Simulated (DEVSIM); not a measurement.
System: Pt/Si3N4/SiO2/n-Si capacitor, at 300 K.

```csv
layer (left to right),material,thickness (nm),Nd (cm⁻³)
1,Si3N4,5.70,-
2,SiO2,0.790,-
3,Si,2600,4.8e16
```

Metal gate on the left, work function 5.6 eV. Fixed charge at the semiconductor interface 5.1e11 cm⁻² (in units of +e); interface traps 1.7e11 cm⁻² eV⁻¹, uniform in energy, neutral level at 0.5 of the gap above the valence band.

This is a model device: material constants are rounded textbook-type values typed into the input, and sizes, dopings and lifetimes were drawn at random. Values at 300 K.

| parameter | Si3N4 | SiO2 | Si |
|---|---|---|---|
| gap (eV) | 5.1 | 9 | 1.124 |
| affinity (eV) | 2.1 | 0.9 | 4.05 |
| permittivity | 7.5 | 3.9 | 11.7 |
| Nc (cm⁻³) | - | - | 2.86e19 |
| Nv (cm⁻³) | - | - | 3.1e19 |

DEVSIM, 1D Poisson equation in equilibrium, Boltzmann statistics, complete ionisation; no quantum confinement or tunnelling. Metal contacts follow the ideal Schottky-Mott rule: no Fermi-level pinning, no interface dipoles.

Question: Tabulate band edges, carrier densities and field at 0.7 V on the gate.

Answer: Energies count from the Fermi level of the right contact; mesh points crowd at the junctions.

```csv
x (μm),Ec (eV),Ev (eV),n (cm⁻³),p (cm⁻³),field (V/cm)
0.000,2.800,-2.300,< 1e2,< 1e2,-260000
0.001153,2.770,-2.330,< 1e2,< 1e2,-260000
0.003038,2.722,-2.378,< 1e2,< 1e2,-260000
0.004743,2.678,-2.422,< 1e2,< 1e2,-260000
0.006032,3.836,-5.164,< 1e2,< 1e2,-500000
0.006530,0.663,-0.461,2.1e8,5.6e11,-84000
0.008037,0.651,-0.473,3.3e8,3.5e11,-83000
0.01307,0.610,-0.514,1.6e9,7.2e10,-79000
0.02219,0.541,-0.583,2.3e10,5.0e9,-72000
0.04335,0.405,-0.719,4.4e12,2.6e7,-56000
0.08818,0.227,-0.897,4.5e15,26000,-24000
0.2502,0.165,-0.959,4.8e16,2400,≈ 0
0.5391,0.165,-0.959,4.8e16,2400,≈ 0
1.209,0.165,-0.959,4.8e16,2400,≈ 0
2.104,0.165,-0.959,4.8e16,2400,≈ 0
2.376,0.165,-0.959,4.8e16,2400,≈ 0
2.505,0.165,-0.959,4.8e16,2400,≈ 0
2.561,0.165,-0.959,4.8e16,2400,≈ 0
2.592,0.165,-0.959,4.8e16,2400,≈ 0
2.600,0.165,-0.959,4.8e16,2400,≈ 0
2.604,0.165,-0.959,4.8e16,2400,≈ 0
2.607,0.165,-0.959,4.8e16,2400,≈ 0
```
